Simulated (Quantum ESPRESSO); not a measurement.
A self-consistent single point of Mg₂Sn (Fm-3m, 3 atoms in the cell) with Quantum ESPRESSO.

Method of the run: PBE, spin-orbit coupling, PseudoDojo fully relativistic norm-conserving (PBE) pseudopotentials (plane waves; Quantum ESPRESSO).

```xyz
3
Lattice="-3.3288 0.0000 3.3288 0.0000 3.3288 3.3288 -3.3288 3.3288 0.0000" Properties=species:S:1:pos:R:3 pbc="T T T"
Mg    -1.6644     1.6644     1.6644
Mg    -4.9932     4.9932     4.9932
Sn     0.0000     0.0000     0.0000
```

Reference input (self-consistent single point, DFT, PBE, plane waves, GBRV 1.5 ultrasoft (PBE) pseudopotentials): ecutwfc = 40 Ry; ecutrho = 200 Ry; occupations = smearing; smearing = gauss; degauss = 0.019992 Ry; potentials = {Mg: mg_pbe_v1.4.uspp.F.UPF, Sn: sn_pbe_v1.4.uspp.F.UPF}; K_POINTS = automatic 6 6 6 0 0 0; conv_thr = 1e-09 Ry; mixing_beta = 0.4. This run's input differs from it in these lines:

```diff
@@ -13,4 +13,3 @@
     ntyp = 2
-    ecutwfc = 40
-    ecutrho = 200
+    ecutwfc = 85
     occupations = 'smearing'
@@ -18,2 +17,4 @@
     degauss = 0.019992
+    noncolin = .true.
+    lspinorb = .true.
 /
@@ -24,4 +25,4 @@
 ATOMIC_SPECIES
-Mg    24.3050  mg_pbe_v1.4.uspp.F.UPF
-Sn   118.7100  sn_pbe_v1.4.uspp.F.UPF
+Mg    24.3050  Mg.upf
+Sn   118.7100  Sn.upf
 ATOMIC_POSITIONS crystal
```

Log, with long lists cut:

```
     Self-consistent Calculation

     iteration #  1     ecut=    85.00 Ry     beta= 0.40

     Threshold (ethr) on eigenvalues was too large:
     Diagonalizing with lowered threshold

     total energy              =    -395.20425003 Ry
     estimated scf accuracy    <       0.07412117 Ry

     iteration #  2     ecut=    85.00 Ry     beta= 0.40

     total energy              =    -395.20714946 Ry
     estimated scf accuracy    <       0.01133404 Ry

     iteration #  3     ecut=    85.00 Ry     beta= 0.40

     total energy              =    -395.20822821 Ry
     estimated scf accuracy    <       0.00095596 Ry

   [... 4 blocks of this kind left out ...]

     iteration #  8     ecut=    85.00 Ry     beta= 0.40

     total energy              =    -395.20828789 Ry
     estimated scf accuracy    <          1.3E-09 Ry

     iteration #  9     ecut=    85.00 Ry     beta= 0.40
     End of self-consistent calculation

     the Fermi energy is     7.5744 ev

!    total energy              =    -395.20828789 Ry
     estimated scf accuracy    <          1.4E-10 Ry
     smearing contrib. (-TS)   =      -0.00124926 Ry
     internal energy E=F+TS    =    -395.20703863 Ry

     convergence has been achieved in   9 iterations

     Forces acting on atoms (cartesian axes, Ry/au):

     atom    1 type  1   force =     0.00000000   -0.00000000    0.00000000
   [... zero for the other atoms too ...]

     Total force =     0.000000     Total SCF correction =     0.000000

          total   stress  (Ry/bohr**3)                   (kbar)     P=       33.53
   0.00022793   0.00000000   0.00000000           33.53        0.00        0.00
  -0.00000000   0.00022793  -0.00000000           -0.00       33.53       -0.00
   0.00000000  -0.00000000   0.00022793            0.00       -0.00       33.53

   JOB DONE.
```

The run converged in 9 iterations. Against the reference run the pressure goes from 3.24 to 3.35 GPa.

The starting cell comes from a database of computed structures (which also holds hypothetical and non-ambient phases and stackings), without a prior relaxation at this level. Its lattice was rescaled by a random factor within 2.5 % of one. With a pressure of about 3 GPa the cell is away from its equilibrium volume at this level.

Cost on one core of a shared machine: roughly 2 min.
